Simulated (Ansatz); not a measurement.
We consider ZrAl3 (I4/mmm, No. 139), described by BLYP in Ansatz (plane waves, PAW).

Settings: plane-wave cutoff 520 eV, 20×20×20 k mesh, Fermi–Dirac smearing 0.05 eV, scalar-relativistic PAW data made under PBE.

Shape and atoms are relaxed at each volume.

Pressure at four volumes; x = ln(V/18.107 Å³). One pressure is withheld.

| V (Å³/atom) | x | P (GPa) |
|---|---|---|
| 17.383 | -0.0408 | ? |
| 17.745 | -0.0202 | 1.87 |
| 18.107 | 0.0000 | 0.00 |
| 18.831 | 0.0392 | -3.20 |

Pass a parabola P(x) through the three rows shown, estimate the bulk modulus and its pressure derivative near zero pressure, and predict the withheld pressure.

Slopes between the rows: (0.00 − (1.87))/(0.0000 − (-0.0202)) = -92.57 and (-3.20 − (0.00))/(0.0392 − (0.0000)) = -81.63 GPa. Their difference over the span 0.0594 is c = 10.94/0.0594 = 184.2 GPa, so P(x) = 1.87 + (-92.57)(x − (-0.0202)) + 184.2 (x − (-0.0202))(x − (0.0000)). At the middle row B = −dP/dx = −[-92.57 + 184.2 × 0.0202] = 88.8 GPa, and B′ = dB/dP = 2c/B = 4.1. At x = -0.0408 the parabola gives 3.93 GPa; the run gives 3.96 GPa. The Birch–Murnaghan fit to the energies at all volumes has B0 = 88.8 GPa and B′ = 4.4.

Ansatz is a quantum-chemistry and plane-wave program.
